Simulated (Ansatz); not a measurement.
Results of r²SCAN+SOC (Ansatz, a quantum-chemistry and plane-wave program, PAW) for cubic perovskite CsPbBr3 (cubic high-temperature phase).

Run with plane-wave cutoff 560 eV, 6×6×6 k mesh, Fermi–Dirac smearing 0.01 eV, PAW data made under PBE.

The cell has the measured lattice: a = b = c = 5.8740 Å, α = β = γ = 90.00°.

**Question.** Give the computed band gap and Γ–Γ gap.

**Answer.** 
- band gap = 0.62 eV (direct)
- Γ–Γ gap = 5.54 eV

Note: held by symmetry at 0 K, a high-temperature phase can be a saddle point; cell and atoms aren't relaxed at this level (pressure 0.6 GPa).

Computed values are for the static lattice.

Computing time: roughly 6 core-minutes.
